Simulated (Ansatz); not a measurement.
**ZnO (model structure, started from the BN type, Pm-3n, No. 223, 12 atoms in the cell)**

Level of theory: r²SCAN (Ansatz, a first-principles code, plane waves, PAW).

Numerical settings: plane-wave cutoff 560 eV, 6×6×6 k mesh, Fermi–Dirac smearing 0.01 eV, scalar-relativistic PAW data made under PBE.

Cell (relaxed at this level):

ZnO is taken in the cubic space group Pm-3n (No. 223), Pearson symbol cP12. Cell: a = b = c = 5.580 Å, α = β = γ = 90.00°. Zn on 6c is coordinated by 4 O at 1.973 Å. O on 6d sees 4 Zn at 1.973 Å. (Neighbours: up to the widest gap in distance over summed covalent radii, below 1.35, at either atom; cation-cation and far metal-metal contacts left out.)

| Quantity | Result |
|---|---|
| band gap | 1.38 eV (direct) |

Note: the relaxation could raise the start's symmetry but not lower it, so the cell can be a saddle point.

Computed values are for the static lattice.

A model structure was made by putting elements into a prototype or built by hand; it is no filed structure, need not be a known phase, and can be a saddle point held by its symmetry.
